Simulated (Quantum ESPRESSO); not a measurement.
Input and output of a self-consistent single point for CaGe₂Ru₂ (I4mm, 5 atoms in the cell) (Quantum ESPRESSO).

Method: PBEsol, GBRV 1.5 ultrasoft (PBESOL) pseudopotentials (plane waves; Quantum ESPRESSO 7.5).

```
CELL_PARAMETERS angstrom
     -2.13697     2.13697     4.99934
      2.13697    -2.13697     4.99934
      2.13697     2.13697    -4.99934
ATOMIC_POSITIONS crystal
  Ca 0.00500 0.00500 0.00000
  Ge 0.36627 0.36627 0.00000
  Ge 0.63373 0.63373 0.00000
  Ru 0.75000 0.25000 0.50000
  Ru 0.25000 0.75000 0.50000
```

Reference input (self-consistent single point, DFT, PBEsol, plane waves, GBRV 1.5 ultrasoft (PBESOL) pseudopotentials): ecutwfc = 50 Ry; ecutrho = 400 Ry; occupations = smearing; smearing = gauss; degauss = 0.0073499 Ry; K_POINTS = automatic 5 5 5 0 0 0; conv_thr = 1e-09 Ry; mixing_beta = 0.3. This run's input differs from it in these lines:

```diff
@@ -16,3 +16,3 @@
  smearing = 'gauss'
- degauss = 0.0073499
+ degauss = 0.0036749
 /
@@ -37,3 +37,3 @@
 K_POINTS automatic
-5 5 5  0 0 0
+7 7 7  0 0 0
```

Output (repeated stretches shortened):

```
     Self-consistent Calculation

     iteration #  1     ecut=    50.00 Ry     beta= 0.30

     negative rho (up, down):  1.426E-01 0.000E+00

     total energy              =    -889.88925438 Ry
     estimated scf accuracy    <       1.33821798 Ry

     iteration #  2     ecut=    50.00 Ry     beta= 0.30

     negative rho (up, down):  1.423E-01 0.000E+00

     total energy              =    -889.85425076 Ry
     estimated scf accuracy    <       0.24251225 Ry

     iteration #  3     ecut=    50.00 Ry     beta= 0.30

     negative rho (up, down):  1.424E-01 0.000E+00

     total energy              =    -889.90163805 Ry
     estimated scf accuracy    <       0.02448190 Ry

   [... 7 blocks of this kind left out ...]

     iteration # 11     ecut=    50.00 Ry     beta= 0.30

     negative rho (up, down):  1.428E-01 0.000E+00

     total energy              =    -889.90338778 Ry
     estimated scf accuracy    <          1.7E-09 Ry

     iteration # 12     ecut=    50.00 Ry     beta= 0.30

     negative rho (up, down):  1.428E-01 0.000E+00
     End of self-consistent calculation

     the Fermi energy is    13.3738 ev

!    total energy              =    -889.90338778 Ry
     estimated scf accuracy    <          2.0E-10 Ry
     smearing contrib. (-TS)   =      -0.00019344 Ry
     internal energy E=F+TS    =    -889.90319434 Ry

     convergence has been achieved in  12 iterations

     negative rho (up, down):  1.428E-01 0.000E+00

     Forces acting on atoms (cartesian axes, Ry/au):

     atom    1 type  1   force =     0.00000000    0.00000000   -0.00520538
     atom    2 type  2   force =     0.00000000    0.00000000   -0.00212904
     atom    3 type  2   force =     0.00000000    0.00000000    0.00388787
     atom    4 type  3   force =     0.00000000    0.00000000    0.00172328
     atom    5 type  3   force =     0.00000000    0.00000000    0.00172328

     Total force =     0.007258     Total SCF correction =     0.000116

     negative rho (up, down):  1.428E-01 0.000E+00
          total   stress  (Ry/bohr**3)                   (kbar)     P=      -35.96
  -0.00026175   0.00000000   0.00000000          -38.50        0.00        0.00
   0.00000000  -0.00026175  -0.00000000            0.00      -38.50       -0.00
   0.00000000   0.00000000  -0.00020979            0.00        0.00      -30.86

   JOB DONE.
```

The run converged in 12 iterations. Against the reference run the free energy goes up by 2.0 meV/atom, the pressure hardly changes (-3.61 to -3.60 GPa) and the largest force hardly changes (0.136 to 0.134 eV/Å).

The starting cell comes from a database of computed structures (which also holds hypothetical and non-ambient phases and stackings), without a prior relaxation at this level. Its lattice was rescaled by up to half a per cent. One atom was moved a little off its site on purpose. Spin polarisation is off. With a pressure of about -4 GPa the cell is away from its equilibrium volume at this level.

Cost on one core of a shared machine: roughly 2 min.
